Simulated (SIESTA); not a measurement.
Band structure of HfC (Fm-3m, 2 atoms in the cell).

```yaml
crystal:
  lattice:
    - [0.00000, 2.32000, 2.32000]
    - [2.32000, 0.00000, 2.32000]
    - [2.32000, 2.32000, 0.00000]
  atoms:
    - { symbol: Hf, position: [0.00000, 0.00000, 0.00000] }
    - { symbol: C, position: [0.50000, 0.50000, 0.50000] }
```

Method: GGA PBE, numerical atomic orbitals DZP, PseudoDojo PBE standard norm-conserving potentials (rewritten from UPF to PSML) (SIESTA 5.4.2).

Settings: XC.functional = GGA; XC.authors = PBE; potentials = PseudoDojo PBE standard; PAO.BasisSize = DZP; PAO.EnergyShift = 0.01 Ry; MeshCutoff = 400 Ry; kgrid.MonkhorstPack = 10 10 10; OccupationFunction = FD; ElectronicTemperature = 100 meV; MaxSCFIterations = 150; SCF.Mixer.Method = Pulay; SCF.Mixer.Weight = 0.2; SCF.Mixer.History = 8; SCF.DM.Tolerance = 1.0E-04.

The starting cell has typed, rounded lattice constants, without a prior relaxation at this level. Spin-orbit coupling is off. Values carry the incompleteness of an atom-centred basis.

Levels in eV from the Fermi level, bands 5 to 10:
| point | 5 | 6 | 7 | 8 | 9 | 10 |
|---|---|---|---|---|---|---|
| Γ | -12.42 | 1.15 | 1.15 | 1.15 | 1.25 | 1.25 |
| X | -10.56 | -2.72 | -1.94 | -0.03 | -0.03 | 5.18 |
| W | -9.80 | -3.10 | -2.84 | -2.84 | 3.68 | 3.68 |
| K | -9.89 | -3.64 | -2.86 | -1.74 | 1.57 | 5.73 |
| L | -8.61 | -6.30 | -3.16 | -3.16 | 5.21 | 5.21 |
| U | -9.89 | -3.64 | -2.86 | -1.74 | 1.57 | 5.73 |

Bands cross the Fermi level along this path, so the cell is metallic at this level.

Higher empty bands are left out: an atom-centred basis made for the valence describes them poorly.
